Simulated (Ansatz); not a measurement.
# Effective masses and thermopower of SnS2 under load (space group P-3m1)

Here is the system:

```
SnS2
1.0
    3.60472     0.00000     0.00000
   -1.80236     3.12178     0.00000
    0.00000     0.00000     6.04661
Sn S
1 2
Cartesian
  0.00000   0.00000   0.00000
  0.00000   2.08118   1.49089
  1.80236   1.04059   4.55572
```

Method: PBEsol+D3BJ with spin-orbit coupling, rigid bands (plane waves, PAW; Ansatz, a program for electronic structure). Condition of this run: uniaxial stress zz = -2 GPa (compression positive) (the target of the relaxation). Cell: cell and atoms relaxed with PBEsol+d3bj, then loaded as said.

The band gap is 1.35 eV and the electron conductivity mass (300 K, dilute) is 0.36 (x), 0.36 (y), 0.98 (z) mₑ. The hole conductivity mass (300 K, dilute) is 0.55 (x), 0.55 (y), 3.2 (z) mₑ, the effective density of states N_c (300 K) is 5.9e19 cm⁻³ and the effective density of states N_v (300 K) comes out as 2.3e20 cm⁻³. The density-of-states mass, electrons is 1.77 mₑ. The density-of-states mass, holes comes out as 4.4 mₑ and the Seebeck coefficient, n-type 1e19 cm⁻³, 300 K is -361 μV/K. The best n-type power factor at 300 K for τ = 10 fs (best axis; densities from 1e16 to 1e21 cm⁻³ tried, whether or not they can be reached) comes out as 25 μW/(cm·K²) at 1e20 cm⁻³, the Seebeck coefficient, p-type 1e19 cm⁻³, 300 K is 484 μV/K and the best p-type power factor at 300 K for τ = 10 fs (best axis; densities from 1e16 to 1e21 cm⁻³ tried, whether or not they can be reached) comes out as 48 μW/(cm·K²) at 3e20 cm⁻³.

Rigid bands; masses and Seebeck coefficients take one relaxation time τ for all states and one kind of carrier; polarons and phonon drag are left out. Geometry: cell and atoms relaxed with PBEsol+D3(BJ).

PBEsol with a dispersion correction tends to overbind, so the cell can be several per cent short, in bad cases over ten, which usually narrows a gap: SnS2 under load (space group P-3m1).
